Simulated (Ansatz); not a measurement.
Quartz-high SiO2 (high-temperature phase), treated with PBEsol-D3(BJ) in Ansatz (plane waves, PAW).

Numerical settings: plane-wave cutoff 520 eV, 12×12×6 k mesh (along the axes of the cell as run), Fermi–Dirac smearing 0.01 eV, scalar-relativistic PAW data made under PBE.

Response to compression and expansion:

Shape and atoms are relaxed at each volume.

```json
[
 {"V (Å³/atom)": "13.131", "P (GPa)": "5.73", "direct gap at Γ (eV)": "5.843", "smallest gap on the k mesh (eV)": "5.708", "c (Å)": "5.511"},
 {"V (Å³/atom)": "13.405", "P (GPa)": "2.77", "direct gap at Γ (eV)": "5.811", "smallest gap on the k mesh (eV)": "5.656", "c (Å)": "5.527"},
 {"V (Å³/atom)": "13.678", "P (GPa)": "-0.01", "direct gap at Γ (eV)": "5.761", "smallest gap on the k mesh (eV)": "5.589", "c (Å)": "5.548"},
 {"V (Å³/atom)": "13.952", "P (GPa)": "-2.62", "direct gap at Γ (eV)": "5.692", "smallest gap on the k mesh (eV)": "5.504", "c (Å)": "5.576"},
 {"V (Å³/atom)": "14.225", "P (GPa)": "-5.07", "direct gap at Γ (eV)": "5.608", "smallest gap on the k mesh (eV)": "5.406", "c (Å)": "5.603"}
]
```

The fundamental gap (5.58 eV at the equilibrium volume, with added k points) lies elsewhere than Γ–Γ.

Note: symmetry holds this phase in the static calculation, where it need not be a minimum; held by symmetry at 0 K, a high-temperature phase can be a saddle point; the bulk modulus comes from volumes at which shape and atoms were relaxed.

Ansatz is a quantum-chemistry and plane-wave program.
